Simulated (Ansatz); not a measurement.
System: CdTe (within 0.1 Å of P6₄22, No. 181, 6 atoms in the cell; start mp-1492; a measured phase of this formula has another space group). Method: r²SCAN+rVV10 in Ansatz (plane waves, PAW).

Numerical settings: plane-wave cutoff 560 eV, 18×18×6 k mesh (along the axes of the cell as run), Fermi–Dirac smearing 0.05 eV, scalar-relativistic PAW data made under PBE.

Cell (relaxed at this level):

Space group P3₁21 (No. 152); a = b = 4.5249 Å, c = 10.4292 Å, α = β = 90.00°, γ = 120.00°

| atom | site | symmetry | x | y | z |
|---|---|---|---|---|---|
| Cd | 3a | .2. | 0.5044 | 0.5044 | 0.0000 |
| Te | 3b | .2. | 0.5022 | 0.5022 | 0.5000 |

**Question.** Give the computed band gap.

**Answer.** 
- band gap: 0.64 eV (on the SCF k mesh)

Spin–orbit coupling is not included; with these elements it can move the gap by several tenths of an eV or more.

Computed values are for the static lattice.

It cost roughly 13 core-minutes of CPU time.

A start named mp-… is a Materials Project structure, which need not be a measured phase.

Ansatz is a first-principles code.
